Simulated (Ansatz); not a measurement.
The parent structure is BeS in the zinc blende structure (space group F-43m, No. 216; a = 4.838 Å).

Calculations: DFT with PBEsol, PAW potentials and a 420 eV plane-wave cutoff in Ansatz (a quantum-chemistry and plane-wave program), no spin-orbit coupling.

One change was made to it. Results:

The electron mass changes from 0.80 mₑ along k, 0.28 mₑ across (at X) to 0.75 mₑ along k, 0.25 mₑ across (at X); the hole mass (degenerate bands, along [100]) changes from 0.33, 0.55, 0.55 mₑ (at Γ) to 0.36, 0.42, 0.42 mₑ (at Γ); the band gap falls by 0.58 eV (2.91 eV → 2.33 eV); the shortest interatomic distance drops by 0.141 Å, from 2.095 Å to 1.954 Å.

Question: Name the change that was made.
A) pressure 30 GPa
B) pressure 15 GPa
C) pressure −1 GPa
D) pressure 2.1 GPa
E) pressure 0.9 GPa

Answer: A, pressure 30 GPa. For comparison, the band gap in the other runs: pressure 15 GPa gives 2.59 eV; pressure 0.9 GPa gives 2.89 eV; pressure 2.1 GPa gives 2.86 eV; pressure −1 GPa gives 2.93 eV.

Load acts through the strain it causes; cell and atoms are relaxed under it. Masses are band curvatures over ±0.01 Å⁻¹ around the edge. Along k means along the line from Γ to the band edge. Stability against distortions was not tested. No other phases were tried under pressure.
